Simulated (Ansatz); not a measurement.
Start from AlN in the zinc blende structure (space group F-43m, No. 216; a = 4.378 Å). Axes: x, y, z lie along the cube axes.

Calculations: Kohn–Sham DFT with the PBEsol functional, run in Ansatz (an electronic-structure program) with PAW and 420 eV plane waves, no SOC.

Base values:

| Property | Result |
|---|---|
| Electron mass | 0.52 mₑ along k, 0.32 mₑ across (at X) |
| Band gap | 3.19 eV |

The change: uniaxial stress, 8 GPa compression along z, with the cell and atoms free to relax against it.

Problem. What does the calculation give for the hole mass, energy relative to the base, electron mass, band gap and strain response after the change?

Solution. The hole mass is 0.31 mₑ along z, 1.4 mₑ across (at Γ); the energy goes up by 18 meV/atom; the electron mass becomes 0.43 mₑ along k, 0.36 mₑ across (at X) (base: 0.52 mₑ along k, 0.32 mₑ across (at X)); the band gap decreases by 0.39 eV, from 3.19 eV to 2.80 eV; the strain response (xx, yy, zz) comes out as (+2.33, +2.33, −6.02) %.

Effective masses come from finite differences of ±0.01 Å⁻¹. Along k means along the line from Γ to the band edge. Beyond what the load breaks, stability against distortions was not tested. This is not the structure that AlN has at room temperature and ambient pressure.
